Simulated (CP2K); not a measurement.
Input and output of a self-consistent single point for Se (P3_121, 3 atoms in the cell) (CP2K).

Computed with PBEsol, GPW, DZVP-MOLOPT-SR-GTH basis, GTH-PBE potentials (GTH_POTENTIALS) (CP2K 2026.2).

```xyz
3
Lattice="4.4882 0.0000 0.0000 -2.2441 3.8869 0.0000 0.0000 0.0000 4.9604" Properties=species:S:1:pos:R:3 pbc="T T T"
Se     0.9779     0.0000     1.6535
Se    -0.4890     0.8469     3.3069
Se     1.7551     3.0399     0.0000
```

Reference input (self-consistent single point, DFT PBE, GPW, DZVP-MOLOPT-SR-GTH basis, GTH-PBE potentials (GTH_POTENTIALS)): CUTOFF = 400 Ry; REL_CUTOFF = 60 Ry; SMEAR/METHOD = FERMI_DIRAC; ELECTRONIC_TEMPERATURE = 232.09 K; KPOINTS/SCHEME = MONKHORST-PACK 5 5 4; GAMMA_CENTERED = T; XC_FUNCTIONAL = PBE; Se/BASIS_SET = DZVP-MOLOPT-SR-GTH; Se/POTENTIAL = GTH-PBE-q6; METHOD = GPW; EPS_DEFAULT = 1e-10; NGRIDS = 4. This run's input differs from it in these lines:

```diff
@@ -44,3 +44,6 @@
     &XC
-      &XC_FUNCTIONAL PBE
+      &XC_FUNCTIONAL
+        &PBE
+          PARAMETRIZATION PBESOL
+        &END PBE
       &END XC_FUNCTIONAL
```

Log, with long lists cut:

```
 SCF WAVEFUNCTION OPTIMIZATION

  Step     Update method      Time    Convergence         Total energy    Change
     1 NoMix/Diag. 0.30E+00      -     0.42930475       -28.3310042832 -2.83E+01
     2 Broy./Diag. 0.30E+00      -     0.00583100       -28.3404708794 -9.47E-03
     3 Broy./Diag. 0.30E+00      -     0.01682575       -28.2492357800  9.12E-02
     4 Broy./Diag. 0.30E+00      -     0.00113253       -28.2197755762  2.95E-02
     5 Broy./Diag. 0.30E+00      -     0.00132899       -28.2135545097  6.22E-03
     6 Broy./Diag. 0.30E+00      -     0.00019883       -28.2131903458  3.64E-04
   [... 3 lines left out ...]
    10 Broy./Diag. 0.30E+00      -     0.00000546       -28.2128970774 -1.55E-05
    11 Broy./Diag. 0.30E+00      -     0.00000080       -28.2128968714  2.06E-07
    12 Broy./Diag. 0.30E+00      -     0.00000063       -28.2129029435 -6.07E-06
    13 Broy./Diag. 0.30E+00      -     0.00000006       -28.2129061843 -3.24E-06
  *** SCF run converged in    13 steps ***

  Overlap energy of the core charge distribution:               0.00000001347331
  Self energy of the core charge distribution:                -59.73772061093890
  Core Hamiltonian energy:                                     13.25884160130311
  Hartree energy:                                              24.33009409050084
  Exchange-correlation energy:                                 -6.06412127866640
  Electronic entropic energy:                                  -0.00000000000000
  Fermi energy:                                                 0.13201494056251

  Total energy:                                               -28.21290618432804
  Total energy (extrapolated to T->0):                        -28.21290618432804

                     Mulliken Population Analysis

   [... lines left out ...]

 STRESS| Analytical stress tensor [bar]
 STRESS|                        x                   y                   z
 STRESS|      x        5.48607971168E+03   2.77389114370E-01   6.43118454247E-01
 STRESS|      y        2.77389114370E-01   5.48625283598E+03  -3.27746642250E-01
 STRESS|      z        6.43118454247E-01  -3.27746642250E-01   2.79220182013E+04
 STRESS| 1/3 Trace                                             1.29647835830E+04
```

The run converged in 13 iterations. Against the reference run the pressure goes from 2.80 to 1.30 GPa, the largest force goes from 0.624 to 0.710 eV/Å and the gap on the mesh goes from 1.399 to 1.315 eV.

The starting cell comes from a database of computed structures (which also holds hypothetical and non-ambient phases and stackings), without a prior relaxation at this level. Its lattice was rescaled by a random factor within 2.5 % of one. Values carry the incompleteness of an atom-centred basis. The potentials were made for another functional than the one used.
